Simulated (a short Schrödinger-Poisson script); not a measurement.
System: gated In0.52Al0.48As/In0.53Ga0.47As δ-doped gas in a quantum well, at 300 K.

| layer | material | thickness (nm) | Na (cm⁻³) |
|---|---|---|---|
| 1 | In0.52Al0.48As | 20 | - |
| 2 | In0.52Al0.48As | 5 | - |
| 3 | In0.53Ga0.47As | 20 | - |
| 4 | In0.52Al0.48As | 4000 | 6e14 |

Constants are typed, rounded textbook-type inputs, not results; the design itself was drawn at random and stands for no fabricated device. In0.52Al0.48As: permittivity 12.5, conduction-band edge (eV) 0.52, gap (eV) 1.45, electron mass (mₑ) 0.075, Nv at 300 K (cm⁻³) 1.1e19. In0.53Ga0.47As: permittivity 13.9, conduction-band edge (eV) 0, gap (eV) 0.74, Nv at 300 K (cm⁻³) 7.7e18.

Channel valleys (confinement mass, in-plane density-of-states mass, number): Γ 0.041, 0.041, 1. At the gate the conduction-band edge of layer 1 lies 0.65 eV − eVg above the Fermi level of the channel; the field vanishes at the back. Sheet of ionised δ-doping: +4.7e12 e/cm² at 20 nm from the gate. The barrier under the gate holds no holes. Gaps are held at their typed values at every temperature. Mesh 0.08 nm at interfaces.

Solved with a short Schrödinger-Poisson script written for these runs: 1D Poisson equation in equilibrium, electrons quantum, Hartree (BenDaniel-Duke, 40 states a valley, the channel's in-plane mass for all, wave functions free to enter the barrier), parabolic valleys, classical holes, full ionisation, no traps, pinning or gate leakage.

The same stack at other levels of the model or other numerical settings:

```tsv
run	sheet density of all electrons at Vg = 0.4 V (cm⁻²)	sheet density of all electrons at Vg = -0.6 V (cm⁻²)	capacitance at Vg = 0.4 V (μF/cm²)	centroid of the channel electrons at Vg = 0.4 V (nm)	rough cost against the base
base	3.61e12	1.24e12	0.478	5.79	about 1
electrons treated as classical, Boltzmann	4.05e12	1.43e12	0.433	2.42	0.02
electrons treated as classical, Fermi-Dirac	3.67e12	1.29e12	0.496	5.57	0.10
electrons treated as quantum, Hartree plus LDA exchange-correlation	3.64e12	1.27e12	0.479	5.67	2
mesh six times as coarse	3.61e12	1.24e12	0.478	5.74	0.2
one subband a valley	3.41e12	1.21e12	0.362	4.41	0.5
```

The classical rows ignore confinement, and Boltzmann statistics overrate the density once the band edge passes the Fermi level.

Above a few 1e12 electrons/cm² a light Γ valley is non-parabolic and upper valleys begin to fill, which the model leaves out.
